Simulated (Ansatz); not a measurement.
Levels about the gap of amorphous Ga₂₄O₄₁P₂ (67 atoms in a cell of 847 Å³, 4.69 g/cm³; zone centre alone, so wide bands show as single levels with stretches between that a denser mesh fills), at the geometry that PBE relaxed, where it gives -0.1 GPa on a denser mesh. The participation number counts the atoms over which a state spreads; weights are charges in smoothed Voronoi cells. The levels come from a single point, so bond lengths are those of that geometry. Method of the levels: PBE, scalar-relativistic without spin-orbit coupling (Ansatz, a first-principles code). Sampling: the zone centre alone; Fermi-Dirac width 0.02 eV; no spin polarisation. At PBE the levels at the filled edge of the gap are localised (band-tail or defect states), and the nearest spread-out levels lie 2.2 eV apart at the zone centre.

A CHGNet melt-quench gave the starting glass, which DFT then relaxed. O atoms were pushed apart under 1.9 Å during the dynamics, to hinder bonds among them. The hot cell started wider than the set density and was brought back towards it in steps. It is the lowest in DFT energy of 2 quenches. It is a model cell: composition and starting density were chosen by hand, and all elements were melted together. No dispersion term was used. Its density started from a set value of 4.69 and ended at 4.69 g/cm³. The quench (nominally 220 K/ps over its main leg) was far faster than any real one, so the model tends to hold more defects than a real film. A cell of this size samples the disorder only roughly. The volume was held where the preparation left it and the shape relaxed, at a PBE pressure of -0.1 GPa (tension).

| E - E(highest filled), eV | filling | participation number | largest on | weight O | weight Ga | weight P |
|---|---|---|---|---|---|---|
| -0.95 | filled | 23.0 | O, 3 neighbours | 0.95 | 0.05 | 0.00 |
| -0.93 | filled | 16.9 | O, 3 neighbours | 0.95 | 0.05 | 0.00 |
| -0.90 | filled | 13.0 | O, 3 neighbours | 0.95 | 0.04 | 0.00 |
| -0.81 | filled | 7.1 | O, 3 neighbours | 0.95 | 0.04 | 0.00 |
| -0.38 | filled | 4.3 | O, 2 neighbours | 0.93 | 0.06 | 0.00 |
| -0.28 | filled | 3.4 | O, 2 neighbours | 0.95 | 0.05 | 0.00 |
| 0.00 | filled | 3.1 | O, 2 neighbours | 0.94 | 0.05 | 0.00 |
| 1.31 | empty | 59.4 | Ga, 4 neighbours | 0.54 | 0.45 | 0.01 |
| 3.56 | empty | 28.0 | Ga, 4 neighbours | 0.56 | 0.44 | 0.00 |
| 3.64 | empty | 30.9 | Ga, 4 neighbours | 0.55 | 0.44 | 0.01 |
| 3.82 | empty | 32.7 | Ga, 4 neighbours | 0.57 | 0.42 | 0.01 |
| 4.08 | empty | 44.7 | Ga, 5 neighbours | 0.57 | 0.43 | 0.00 |
| 4.16 | empty | 44.9 | Ga, 4 neighbours | 0.56 | 0.44 | 0.01 |
| 4.28 | empty | 29.6 | Ga, 5 neighbours | 0.54 | 0.45 | 0.01 |

Most localised among these is the filled level at +0.00 eV, on a O atom, which has 2 neighbours (Ga 1.79 Å, Ga 1.81 Å).
